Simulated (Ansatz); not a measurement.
Effect of Te on a S site, symmetric start on MoS2

Take a 12-atom supercell of MoS2 in the 2H-MoS2 type structure (space group P6_3/mmc, No. 194; a = 3.1494 Å, c = 12.0903 Å; layered, stacked along the Cartesian z axis) at its relaxed geometry as the base.

The change: one S atom is replaced by Te, atoms relaxed at fixed cell.

Computed with PBE-D3(BJ) (Ansatz, a quantum-chemistry and plane-wave program, PAW, no spin-orbit coupling). Γ-centred 5×8×2 mesh, Fermi–Dirac width 0.01 eV.

Pressure: 3.3 GPa (base 0.0 GPa)
Energy gained by relaxation: 1.67 eV
Largest displacement of a host atom from its site in the perfect cell: 0.22 Å

The magnetic state is the one reached from the starting moments; the real material's order can differ, and small cells can't hold many antiferromagnetic ones. The cell is small, so the values are those of an ordered compound at a high defect concentration; dilute-limit values will differ. The defect started on the symmetric site and kept its symmetry, so it may sit on a saddle. Seeded moments were not kept for Te on a S site. The defect cell is spin-polarised and ends with 0.0 μB.
